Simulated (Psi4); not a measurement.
Psi4 1.11, WB97X/def2-svp: Hf(H)3(OSiH3) ([SiH3][O][HfH3]), 9 atoms. The geometry is a generated start, not checked to be a minimum at this level.

```yaml
task: energy
method: wb97x
basis: def2-svp
memory: 3 GB
maxiter: 100
keys_of_the_molecule_block: symmetry c1
scf_type: df (default)
diis_max_vecs: 10 (default)
e_convergence: 1e-06 (default)
d_convergence: 1e-06 (default)
dft_radial_points: 75 (default)
dft_spherical_points: 302 (default)
effective_core_potentials: those of the basis set, past Kr
basis_functions: 94
grid_points: 196233
```

```xyz
9

Hf     0.7857     1.5116     0.6305
H      2.4022     0.9982     1.3735
H      1.0015     2.6465    -0.8161
H     -0.3819     2.1896     1.8969
O     -0.0689    -0.1757    -0.0905
Si    -0.7771    -1.4988    -0.6282
H      0.0804    -2.6533    -0.3185
H     -0.9585    -1.3785    -2.0814
H     -2.0834    -1.6395     0.0337
```

Charge 0 and multiplicity 1 are set for this test and not shown to be the ground state.

With the defaults (damping_percentage = 0, diis = true, scf_initial_accelerator = adiis, guess = auto, which took SAD, diis_start = 1, level_shift = 0, level_shift_cutoff = 0.01, soscf = false) it converges in 9 SCF iterations. One run each on 2 threads, with these changes:
- damping_percentage = 60, diis = false, scf_initial_accelerator = none
- damping_percentage = 20
- scf_initial_accelerator = ediis
- diis_start = 4
- damping_percentage = 60
- guess = huckel
- level_shift = 0.1, level_shift_cutoff = 0.001
- guess = sap
- soscf = true

Problem. Which of these changes keep the SCF from converging, or lead it to another solution?

Solution. No convergence: damping_percentage = 60; damping_percentage = 60, diis = false, scf_initial_accelerator = none (the run ends without SCF convergence in 100 iterations). The rest reach the solution of the defaults.

```
setting                                                                SCF iterations  JK calls             end
---------------------------------------------------------------------  --------------  --------  --------------
soscf = true                                                                        6        17   same solution
the defaults                                                                        9        10   same solution
scf_initial_accelerator = ediis                                                     9        10   same solution
level_shift = 0.1, level_shift_cutoff = 0.001                                       9        10   same solution
guess = huckel                                                                     10        38   same solution
guess = sap                                                                        13        13   same solution
diis_start = 4                                                                     13        14   same solution
damping_percentage = 20                                                            19        20   same solution
damping_percentage = 60                                                           100       101  no convergence
damping_percentage = 60, diis = false, scf_initial_accelerator = none             100       101  no convergence
```

An SOSCF iteration holds several JK calls; a Hückel guess adds calls on atoms.
